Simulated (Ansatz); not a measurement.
**Au, pressure series**

The parent structure is Au in the fcc (Cu type) structure (space group Fm-3m, No. 225).

```
CELL_PARAMETERS angstrom
      0.00000     2.04167     2.04167
      2.04167     0.00000     2.04167
      2.04167     2.04167     0.00000
ATOMIC_POSITIONS crystal
  Au 0.00000 0.00000 0.00000
```

Cell and atoms are relaxed at each pressure.

Level of theory: PBEsol in Ansatz (plane waves to 420 eV, PAW, scalar-relativistic without spin-orbit coupling), earlier PAW set.

Notes on the quantities. enthalpy: H = E + PV relative to the base's energy.

| variant | density | enthalpy |
|---|---|---|
| base | 19.22 g/cm³ | – |
| pressure −2 GPa | 18.99 g/cm³ | -0.21 eV/atom |
| pressure −1 GPa | 19.10 g/cm³ | -0.11 eV/atom |
| pressure 0.3 GPa | 19.25 g/cm³ | +0.03 eV/atom |
| pressure 0.7 GPa | … | +0.07 eV/atom |
| pressure 1.5 GPa | 19.38 g/cm³ | +0.16 eV/atom |
| pressure 3 GPa | 19.53 g/cm³ | +0.32 eV/atom |
| pressure 5 GPa | 19.73 g/cm³ | +0.52 eV/atom |
| pressure 7.5 GPa | 19.97 g/cm³ | +0.78 eV/atom |
| pressure 10 GPa | 20.20 g/cm³ | +1.04 eV/atom |

**Question.** Fill in the withheld entries from the trend.

**Answer.** 
- pressure 0.7 GPa, density: 19.29 g/cm³

Load acts through the strain it causes; cell and atoms are relaxed under it. Stability against distortions was not tested. No other phases were tried under pressure.

Ansatz is an electronic-structure program.
